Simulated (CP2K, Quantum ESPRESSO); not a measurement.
A Quantum ESPRESSO input for a self-consistent single point of Ir (Fm-3m, 1 atom in the cell) (DFT, PBEsol, plane waves, PSlibrary PAW (PBE) pseudopotentials):

```fortran
&CONTROL
    calculation = 'scf',
    prefix = 'ir',
    outdir = './work',
    pseudo_dir = './',
    tprnfor = .true.,
    tstress = .true.,
/
&SYSTEM
    ibrav = 0,
    nat = 1,
    ntyp = 1,
    ecutwfc = 35,
    ecutrho = 350,
    occupations = 'smearing',
    smearing = 'fd',
    degauss = 0.0073499,
    input_dft = 'pbesol',
/
&ELECTRONS
    conv_thr = 1e-10,
/
ATOMIC_SPECIES
Ir   192.2170  Ir.pbe-n-kjpaw_psl.1.0.0.UPF
CELL_PARAMETERS {bohr}
   0.000000000     3.628274159     3.628274159
   3.628274159     0.000000000     3.628274159
   3.628274159     3.628274159     0.000000000
ATOMIC_POSITIONS {crystal}
Ir    0.000000000    0.000000000    0.000000000
K_POINTS {automatic}
10 10 10  0 0 0
```

Question: Give the CP2K input for the same structure, mesh, smearing and functional.

Answer: This is the input that was run; spellings and numerical settings could be chosen otherwise.

```
&GLOBAL
  PROJECT calc
  RUN_TYPE ENERGY_FORCE
  PRINT_LEVEL MEDIUM
&END GLOBAL
&FORCE_EVAL
  METHOD Quickstep
  STRESS_TENSOR ANALYTICAL
  &DFT
    BASIS_SET_FILE_NAME BASIS_MOLOPT
    POTENTIAL_FILE_NAME GTH_POTENTIALS
    &QS
      METHOD GPW
      EPS_DEFAULT 1E-10
    &END QS
    &MGRID
      CUTOFF 500
      REL_CUTOFF 50
      NGRIDS 5
    &END MGRID
    &SCF
      SCF_GUESS ATOMIC
      EPS_SCF 1E-6
      MAX_SCF 100
      ADDED_MOS 4
      &DIAGONALIZATION
        ALGORITHM STANDARD
      &END DIAGONALIZATION
      &MIXING
        METHOD BROYDEN_MIXING
        ALPHA 0.2
        NBUFFER 10
      &END MIXING
      &SMEAR ON
        METHOD FERMI_DIRAC
        ELECTRONIC_TEMPERATURE [K] 1160.45
      &END SMEAR
    &END SCF
    &KPOINTS
      SCHEME MONKHORST-PACK 10 10 10
      GAMMA_CENTERED T
    &END KPOINTS
    &XC
      &XC_FUNCTIONAL
        &PBE
          PARAMETRIZATION PBESOL
        &END PBE
      &END XC_FUNCTIONAL
    &END XC
    &PRINT
      &MO
        EIGENVALUES T
        OCCUPATION_NUMBERS T
        NDIGITS 8
        FILENAME mo
        &EACH
          QS_SCF 0
        &END EACH
        ADD_LAST NUMERIC
      &END MO
      &MULLIKEN ON
      &END MULLIKEN
    &END PRINT
  &END DFT
  &SUBSYS
    &CELL
      ABC 2.71529000 2.71528990 2.71529008
      ALPHA_BETA_GAMMA 59.99999440 60.00000102 59.99999875
      PERIODIC XYZ
    &END CELL
    &COORD
      SCALED
      Ir       0.00000000     0.00000000     0.00000000
    &END COORD
    &KIND Ir
      BASIS_SET DZVP-MOLOPT-SR-GTH
      POTENTIAL GTH-PBE-q17
    &END KIND
  &END SUBSYS
  &PRINT
    &FORCES ON
    &END FORCES
    &STRESS_TENSOR ON
    &END STRESS_TENSOR
  &END PRINT
&END FORCE_EVAL
```

Basis settings and potentials, where a program has them, do not carry over. This input uses DFT PBEsol, GPW, DZVP-MOLOPT-SR-GTH basis, GTH-PBE potentials (GTH_POTENTIALS). Both were run: pressure -2.90 GPa in Quantum ESPRESSO and -3.45 in CP2K.

On CP2K: the starting cell has typed, rounded lattice constants, without a prior relaxation at this level. Spin polarisation is off. Values carry the incompleteness of an atom-centred basis. The potentials were made for another functional than the one used. With a pressure of about -3 GPa the cell is away from its equilibrium volume at this level.

On Quantum ESPRESSO: the starting cell has typed, rounded lattice constants, without a prior relaxation at this level. Spin polarisation is off.
